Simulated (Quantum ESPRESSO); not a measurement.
Worked example: self-consistent single point of Li₂MnO₃ (C2/m, 12 atoms in the cell) in Quantum ESPRESSO.

Method: PBEsol+U, GBRV 1.5 ultrasoft (PBESOL) pseudopotentials (plane waves; Quantum ESPRESSO 7.5).

```
CELL_PARAMETERS angstrom
      2.46850    -4.26600     0.00000
      2.46850     4.26600     0.00000
     -1.67574     0.00000     4.74266
ATOMIC_POSITIONS crystal
  Mn 0.83292 0.16708 0.00000
  Mn 0.16708 0.83292 0.00000
  Li 0.50000 0.50000 0.00000
  Li 0.00000 0.00000 0.50000
  Li 0.33940 0.66060 0.50000
  Li 0.66060 0.33940 0.50000
  O  0.21890 0.21890 0.22730
  O  0.78110 0.78110 0.77270
  O  0.93281 0.57519 0.22330
  O  0.42481 0.06719 0.77670
  O  0.06719 0.42481 0.77670
  O  0.57519 0.93281 0.22330
```
Moments meant for the start (each program seeds them in its own way; μB, in the order of the atoms Mn Mn Li Li Li Li O O O O O O): 4.0 4.0 0.0 0.0 0.0 0.0 0.0 0.0 0.0 0.0 0.0 0.0.

Reference input (self-consistent single point, DFT, PBEsol+U, plane waves, GBRV 1.5 ultrasoft (PBESOL) pseudopotentials): ecutwfc = 50 Ry; ecutrho = 400 Ry; occupations = smearing; smearing = fermi-dirac; degauss = 0.0073499 Ry; nspin = 2; K_POINTS = automatic 3 3 3 0 0 0; HUBBARD = ortho-atomic; U Mn-3d 3.9 eV; conv_thr = 1e-10 Ry; mixing_beta = 0.3. This run's input differs from it in these lines:

```diff
@@ -43,3 +43,3 @@
 K_POINTS automatic
-3 3 3  0 0 0
+3 3 3  1 1 1
 CELL_PARAMETERS alat
```

Output (repeated stretches shortened):

```
     Self-consistent Calculation

     iteration #  1     ecut=    50.00 Ry     beta= 0.30

     =================== HUBBARD OCCUPATIONS ===================
     ------------------------ ATOM    1 ------------------------
     Tr[ns(  1)] (up, down, total) =   3.26859  0.26496  3.53355
     Atomic magnetic moment for atom   1 =   3.00364
     SPIN  1
     eigenvalues:
       0.202  0.202  0.951  0.956  0.958
     SPIN  2
     eigenvalues:
       0.029  0.030  0.030  0.087  0.088
     ------------------------ ATOM    2 ------------------------
     Tr[ns(  2)] (up, down, total) =   3.26859  0.26496  3.53355
   [... lines left out ...]
     atom   2 (R=0.159)  charge= 11.7100  magn=  2.7261
     atom   3 (R=0.168)  charge=  2.1869  magn=  0.0046
     atom   4 (R=0.168)  charge=  2.1552  magn=  0.0004
     atom   5 (R=0.168)  charge=  2.1519  magn=  0.0004
     atom   6 (R=0.168)  charge=  2.1519  magn=  0.0004
     atom   7 (R=0.159)  charge=  5.2668  magn= -0.0442
     atom   8 (R=0.159)  charge=  5.2668  magn= -0.0442
     atom   9 (R=0.159)  charge=  5.2636  magn= -0.0493
     atom  10 (R=0.159)  charge=  5.2636  magn= -0.0493
     atom  11 (R=0.159)  charge=  5.2636  magn= -0.0493
     atom  12 (R=0.159)  charge=  5.2636  magn= -0.0493
     End of self-consistent calculation

     =================== HUBBARD OCCUPATIONS ===================
     ------------------------ ATOM    1 ------------------------
     Tr[ns(  1)] (up, down, total) =   4.08823  0.96824  5.05647
     Atomic magnetic moment for atom   1 =   3.11999
     SPIN  1
     eigenvalues:
       0.549  0.551  0.996  0.996  0.996
     SPIN  2
     eigenvalues:
       0.107  0.115  0.117  0.314  0.315
     ------------------------ ATOM    2 ------------------------
     Tr[ns(  2)] (up, down, total) =   4.08823  0.96824  5.05647
     Atomic magnetic moment for atom   2 =   3.11999
     SPIN  1
     eigenvalues:
       0.549  0.551  0.996  0.996  0.996
     SPIN  2
     eigenvalues:
       0.107  0.115  0.117  0.314  0.315

     Number of occupied Hubbard levels =   10.1129

   [... lines left out ...]
     the Fermi energy is     8.2553 ev
!    total energy              =    -673.55576908 Ry
     total magnetization       =     6.00 Bohr mag/cell
     absolute magnetization    =     6.98 Bohr mag/cell
     Total force =     0.008779     Total SCF correction =     0.000021
   [... lines left out ...]

     negative rho (up, down):  0.000E+00 1.232E-04
          total   stress  (Ry/bohr**3)                   (kbar)     P=       -5.35
  -0.00002692   0.00000000   0.00000471           -3.96        0.00        0.69
   0.00000000  -0.00001589   0.00000000            0.00       -2.34        0.00
   0.00000471   0.00000000  -0.00006626            0.69        0.00       -9.75

   JOB DONE.
```

The run converged in 17 iterations. Against the reference run the free energy stays essentially unchanged (within 1 meV/atom), the pressure moves little (-0.54 to -0.53 GPa), the largest force stays at 0.099 eV/Å, the gap on the mesh goes from 2.018 to 2.071 eV and the size of the net moment stays at 0.50 μB/atom. The full log also holds: “c_bands:  1 eigenvalues not converged”.

The starting cell comes from a database of published, mostly measured structures (it also holds non-ambient and calculated ones), without a prior relaxation at this level. The magnetic order is the one reached from the typed start; others were not searched systematically. With U or open f shells several self-consistent states can exist. Another mesh or the band path of this cell gives a smaller gap, so this value is not converged in the mesh.

Cost on one core of a shared machine: roughly 4 min.
